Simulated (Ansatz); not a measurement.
The reference is W in the bcc (W type) structure (space group Im-3m, No. 229; a = 3.1543 Å).

The other end (x = 1) is Mo in the bcc (W type) structure (space group Im-3m, No. 229): 15.33 Å³/atom, gap zero.

All numbers come from PBEsol in Ansatz (plane waves to 420 eV, PAW, no SOC).

Mo replaces a fraction x of W; each row is one arrangement (x, atoms in the cell, starting space group or random), fully relaxed.

One change was made to it. Results:

```
quantity             base     after
---------------  --------  --------
volume per atom  15.69 Å³  15.42 Å³
band gap             zero      zero
```

**Question.** What was done to the base?
(A) x(Mo) = 0.5, 2 atoms, Cmmm
(B) x(Mo) = 0.5, 4 atoms, P4/nmm
(C) x(Mo) = 0.333, 3 atoms, P-3m1
(D) x(Mo) = 0.5, 4 atoms, Cmme
(E) x(Mo) = 0.75, 4 atoms, Immm

**Answer.** E, x(Mo) = 0.75, 4 atoms, Immm. For comparison, the volume per atom in the other runs: x(Mo) = 0.333, 3 atoms, P-3m1 gives 15.57 Å³; x(Mo) = 0.5, 2 atoms, Cmmm gives 15.52 Å³; x(Mo) = 0.5, 4 atoms, P4/nmm gives 15.51 Å³; x(Mo) = 0.5, 4 atoms, Cmme gives 15.51 Å³.

These are small ordered cells, not random alloys; other orderings at the same x differ. Stability against distortions was not tested. All final runs are without spin polarisation.

Ansatz is a program for electronic structure.
